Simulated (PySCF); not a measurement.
PySCF 2.14.0, PBE0/def2-svp, df: Ta(S)(NH2)2(OSiH3) ([NH2][Ta]([NH2])(=[S])[O][SiH3]), 13 atoms. The geometry is a generated start, not checked to be a minimum at this level.

```
Item                                                Result
-------------------------  -------------------------------
task                                                energy
method                                                pbe0
basis                                             def2-svp
two-electron scheme                        density fitting
mol.max_memory                                     3000 MB
mf.max_cycle                                           100
mf.init_guess                              minao (default)
mf.DIIS                                    CDIIS (default)
mf.diis_space                                  8 (default)
mf.conv_tol                                1e-09 (default)
mf.grids.level                                 3 (default)
effective core potentials  those of the basis set, past Kr
basis functions                                        145
grid points                                         172616
```

```xyz
13

Ta    -0.4400     0.7160     0.2596
S     -0.0234     2.9100     0.0618
N     -0.4430     0.4690     2.2335
H     -0.2741     1.1698     2.9492
H     -0.6326    -0.4074     2.7164
N     -2.2478     0.5576    -0.5561
H     -2.8211     1.3003    -0.9466
H     -2.7866    -0.3018    -0.6340
O      0.9560    -0.2173    -0.6619
Si     1.9789    -1.3188    -1.2432
H      2.9913    -1.5541    -0.2056
H      2.5469    -0.7822    -2.4810
H      1.1955    -2.5412    -1.4921
```

Charge 0 and multiplicity 1 are set for this test and not shown to be the ground state.

One run each on 2 threads, 1 BLAS thread. Values of level_shift (Hartree) tried: 0 (default), 0.1, 0.3, 1.

Problem. How does the count of Fock builds change with level_shift (Hartree), and where is it least?

Solution. Fewest Fock builds, within one of each other: 0 (default) with 14, 0.1 with 15. The count rises to 44 at 1. All converge to one solution.

```
level_shift (Hartree)  Fock builds            end
---------------------  -----------  -------------
0 (default)                     14  same solution
0.1                             15  same solution
0.3                             18  same solution
1                               44  same solution
```
